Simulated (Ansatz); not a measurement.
Band structure of MgF₂ (P4_2/mnm, 6 atoms in the cell).

```xyz
6
Lattice="4.7327 0.0000 0.0000 0.0000 4.7327 0.0000 0.0000 0.0000 3.1244" Properties=species:S:1:pos:R:3 pbc="T T T"
Mg     0.0000     0.0000     0.0000
Mg     2.3664     2.3664     1.5622
F      1.4340     1.4340     0.0000
F      3.8004     0.9323     1.5622
F      0.9323     3.8004     1.5622
F      3.2987     3.2987     0.0000
```

Method: PBE (plane waves, PAW; Ansatz, a first-principles code).

Settings: kpoints.mp_grid.grid = 4 4 6; hamiltonian.xc = pbe; hamiltonian.pseudopotentials = {kind: paw} (the program's default PAW files); scf.occupations.method = fermi_dirac; scf.occupations.width = 0.02 eV; kpoints.band_path.npoints = 8.

The starting cell has typed, rounded lattice constants, without a prior relaxation at this level. Its lattice was rescaled by a random factor within 2.5 % of one.

Predict the gap along the standard path and the places of the band edges.

The gap along the path is 6.66 eV, direct at Γ to within 0.01 eV.

Levels in eV from the top of the valence band on the path, bands 21 to 28:
```csv
point,21,22,23,24,25,26,27,28
Γ,-0.70,-0.31,-0.31,0.00,6.66,11.82,11.82,13.25
X,-0.92,-0.92,-0.34,-0.34,8.99,8.99,13.03,13.03
M,-0.89,-0.89,-0.69,-0.69,10.53,10.53,10.85,10.85
Z,-1.02,-1.02,-0.77,-0.77,11.27,11.27,14.50,14.50
R,-0.67,-0.67,-0.60,-0.60,12.24,12.24,12.76,12.76
A,-0.55,-0.55,-0.45,-0.45,12.56,12.56,12.96,12.96
```

Keys are those of Ansatz 0.2.
